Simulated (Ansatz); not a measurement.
Results of PBE (Ansatz, a program for electronic structure, plane waves, PAW) for TiC (model structure, started from the FeB type, Fm-3m, No. 225, 8 atoms in the cell).

Settings: plane-wave cutoff 520 eV, 10×18×12 k mesh (along the axes of the cell as run), Fermi–Dirac smearing 0.05 eV, no spin polarisation, scalar-relativistic PAW data made under PBE.

Cell (relaxed at this level):

Space group Fm-3m (No. 225); a = 4.3327 Å, b = 4.3327 Å, c = 4.3327 Å, α = 90.00°, β = 90.00°, γ = 90.00°

```csv
atom,site,symmetry,x,y,z
Ti,4b,m-3m,0.5000,0.5000,0.5000
C,4a,m-3m,0.0000,0.0000,0.0000
```

**Question.** Give the computed bulk modulus B0.

**Answer.** 
bulk modulus B0: 251 GPa

Note: the bulk modulus is −V dP/dV from two relaxed cells at ±2 % in volume.

Static lattice: no zero-point or thermal effects.

Computing time: roughly 14 core-minutes.

A model structure was made by putting elements into a prototype or built by hand; here it ended with the formula and space group of a phase in our tables.
